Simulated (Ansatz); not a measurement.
Results of r²SCAN+rVV10 in Ansatz (plane waves, PAW) for NdB₄ (P4/mbm, No. 127).

Settings: plane-wave cutoff 500 eV, 6×6×10 k mesh (along the axes of the cell as run), Fermi–Dirac smearing 0.05 eV, spin-polarised start, scalar-relativistic PAW data made under PBE.

Computed at the level's own relaxed cell.

Q: Give the computed volume per atom, lattice constant a and lattice parameter c.

A: 
* **volume per atom**: 10.62 Å³/atom
* **lattice constant a**: 7.203 Å
* **lattice parameter c**: 4.095 Å

Note: the magnetic order was assumed, not searched for or taken from measurement; the relaxation could not lower the start's symmetry, so the cell can be a saddle point above a distorted one; the 4f shell is treated without U or exact exchange, so its levels and filling can be wrong.

Spin–orbit coupling is not included.

Computed values are for the static lattice.

Ansatz is an electronic-structure program.
